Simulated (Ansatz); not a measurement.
The starting structures come from a database of crystals and need not be the phases stable at ambient conditions.

 Where the default PAW files enter, the runs use the earlier of Ansatz's two default sets.

By PBEsol, the system below comes out a metal.

Without scattering a metal conducts by its projected Fermi surface.

```
CELL_PARAMETERS angstrom
      4.64038     0.00000     0.00000
      0.00000     6.56249     0.00000
      0.00000     3.28124     3.28124
ATOMIC_POSITIONS crystal
  Cr 0.50000 0.75000 0.25000
  Cr 0.50000 0.25000 0.75000
  Cr 0.00000 0.50000 0.25000
  Cr 0.00000 0.50000 0.75000
  Cr 0.25000 0.00000 0.50000
  Cr 0.75000 0.00000 0.50000
  Ge 0.00000 0.00000 0.00000
  Ge 0.50000 0.50000 0.00000
```

Space group of this cell: Pm-3n, A15 (Cr3Si type). The cell is strained (all lengths scaled by 1.02); by PBEsol its mean pressure is -15.7 GPa.

The current flows along the normal of the first two printed cell vectors, the (110) plane of the conventional cell. No spin-orbit coupling; the value is a mean over 0.1 eV about the Fermi level.

Q: Give the ballistic conductance per area that PBEsol (Ansatz, a first-principles code) yields.

A: 0.85 × 10¹⁵ S/m² for both spins.
